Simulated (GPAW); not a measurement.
GPAW run on Cd (P6_3/mmc, 2 atoms in the cell): relaxation of cell and atoms.

Level of theory: PBE, GPAW PAW datasets PBE (gpaw-data 1.0.1) (plane waves; GPAW 25.7.0).

```
CELL_PARAMETERS angstrom
      1.50192    -2.60140     0.00000
      1.50192     2.60140     0.00000
      0.00000     0.00000     5.66496
ATOMIC_POSITIONS crystal
  Cd 0.33333 0.66667 0.25000
  Cd 0.66667 0.33333 0.75000
```

Reference input (self-consistent single point, DFT PBE, plane waves, GPAW PAW datasets PBE (gpaw-data 1.0.1)): mode = pw; ecut = 600 eV; xc = PBE; kpts = 13 13 6; mesh shift (steps) = 0 0 0; occupations.name = methfessel-paxton; occupations.width = 0.1 eV; occupations.order = 0; nbands = -6; convergence.density = 1e-05 e/electron; symmetry.symmorphic = false; symmetry.tolerance = 0.0005. This run's input differs from it in these lines:

```diff
@@ -1,2 +1,4 @@
 from ase import Atoms
+from ase.filters import FrechetCellFilter
+from ase.optimize import BFGS
 from ase.units import GPa
@@ -24,2 +26,10 @@
 
+target = FrechetCellFilter(atoms)
+
+opt = BFGS(target, logfile='-')
+converged = opt.run(fmax=0.03, steps=40)
+print('Relaxation converged:', converged)
+print('Cell:', atoms.cell.cellpar().round(4))
+print(atoms.get_scaled_positions().round(5))
+
 energy = atoms.get_potential_energy()
```

Output, abridged:

```
     iter     time        total  log10-change:
                         energy   eigst   dens
iter:   1 --:--:--    -1.970528
iter:   2 --:--:--    -1.957578   -2.02  -1.46
iter:   3 --:--:--    -1.974255   -1.51  -1.48
iter:   4 --:--:--    -1.937057   -3.61  -1.97
iter:   5 --:--:--    -1.896935   -2.35  -2.06
iter:   6 --:--:--    -1.889755   -3.33  -2.48
iter:   7 --:--:--    -1.889912c  -5.21  -2.87
iter:   8 --:--:--    -1.889074c  -4.59  -2.82
iter:   9 --:--:--    -1.889056c  -5.68  -3.67
iter:  10 --:--:--    -1.889056c  -7.32  -4.27
iter:  11 --:--:--    -1.889056c  -8.20c -4.31
iter:  12 --:--:--    -1.889056c  -7.71c -4.42
iter:  13 --:--:--    -1.889056c  -9.46c -4.45
iter:  14 --:--:--    -1.889056c  -7.51c -4.47
iter:  15 --:--:--    -1.889056c  -8.00c -4.49
iter:  16 --:--:--    -1.889056c  -9.02c -4.98
iter:  17 --:--:--    -1.889056c -10.03c -5.60c
Converged after 17 iterations.

Dipole moment: (0.000000, -0.000000, 0.000000) |e|*Ang

Energy contributions relative to reference atoms: (reference = -304346.236673)

Kinetic:        +10.247108
Potential:       -7.357179
External:        +0.000000
XC:              -4.996705
Entropy (-ST):   -0.003003
Local:           +0.219220
SIC:             +0.000000
--------------------------
Free energy:     -1.890557
Extrapolated:    -1.889056

Showing only first 2 kpts
 Kpt  Band  Eigenvalues  Occupancy
  0    10     -0.99900    2.00000
  0    11      4.39233    2.00000
  0    12      4.46884    2.00000
  0    13     17.62393    0.00000

  1    10     -1.01141    2.00000
  1    11      2.72382    2.00000
  1    12      6.40369    2.00000
  1    13     16.13210    0.00000

Fermi level: 7.43175

No gap
   [... lines left out ...]
Atomic positions and initial magnetic moments
Free energy:     -1.891115
Fermi level: 7.40422
No gap
Atomic positions and initial magnetic moments
Free energy:     -1.892618
Fermi level: 7.25091
No gap
   [... lines left out ...]
     0.000000    -0.000000     0.000087

Forces in eV/Ang:
  0 Cd    0.00000    0.00000    0.00000
  1 Cd    0.00000    0.00000    0.00000

BFGS:    2 --:--:--       -1.892618        0.008445
Relaxation converged: True
Cell: [  3.0223   3.0223   5.6859  90.      90.     120.    ]
[[0.33333 0.66667 0.25   ]
 [0.66667 0.33333 0.75   ]]
Energy (eV): -1.890966
Stress (GPa, Voigt): [-0.0602 -0.0602  0.0139 -0.      0.      0.    ]
```

The run converged. GPAW prints stress with tension positive. 

Summary of the result:
```
Item                                                                                                          Result
-------------------------------------------------------  -----------------------------------------------------------
Free energy E − TS (from the program's reference atoms)                                                   -1.8926 eV
Fermi level (on the code's own zero)                                                                         7.25 eV
Pressure                                                                                                    0.04 GPa
Final cell                                               a = b = 3.0223 Å, c = 5.6859 Å, α = β = 90.00°, γ = 120.00°
Final volume per atom                                                                                       22.49 Å³
Relaxation steps                                                                                                   2
```

The starting cell has typed, rounded lattice constants, without a prior relaxation at this level. Its lattice was rescaled by a random factor within 2.5 % of one. The relaxation keeps the symmetry of its start, so its end need not be a minimum.

Cost on one core of a shared machine: roughly 80 s.
